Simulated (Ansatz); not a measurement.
**CH3 on the 1x1 (110) surface of bcc Ta, one in a 2x2 cell, started at the site 'top Ta'**

All values below come from PBE (plane waves to 420 eV, PAW; Ansatz, a program for electronic structure).

Set-up: 20 atoms, 6.8 Å thick at the start under the adsorbate (thin: gaps and levels are the slab's own); mesh 5x5x1; 0.1 eV smearing; dipole correction on; 8 atoms held, the rest relaxed; no symmetry held; spin-polarised, no spin-orbit, no U, no dispersion correction. The starting moment vanished. At the end it is bonded to 3 Ta. In PBE it is, or lies within 0.03 eV of, the lowest of the starts that converged.

| Quantity | Result |
|---|---|
| adsorption energy against CH4(g) − ½ H2(g) | -0.072 eV |
| work function of the top face | 3.76 eV |
| change of the work function | -1.01 eV |
| change of the step from the bottom to the top vacuum level, against the clean slab | -1.00 eV |
| energy released by relaxation | 1.30 eV |
| height of the binding atom over the mean of the host atoms within 0.3 Å of the top one | 1.731 Å |
| magnetic moment of the cell | 0.00 μB |
| nearest host atoms of the binding atom | Ta at 2.43 Å, Ta at 2.46 Å, Ta at 2.46 Å |
| largest move of a host atom | 0.07 Å |
| note | in the relaxation the adsorbate left its starting site by 1.8 Å |
| cost | about 90 core-minutes (a rough figure) |

A negative adsorption energy means that the adsorbate is more stable on the surface than in its reference.
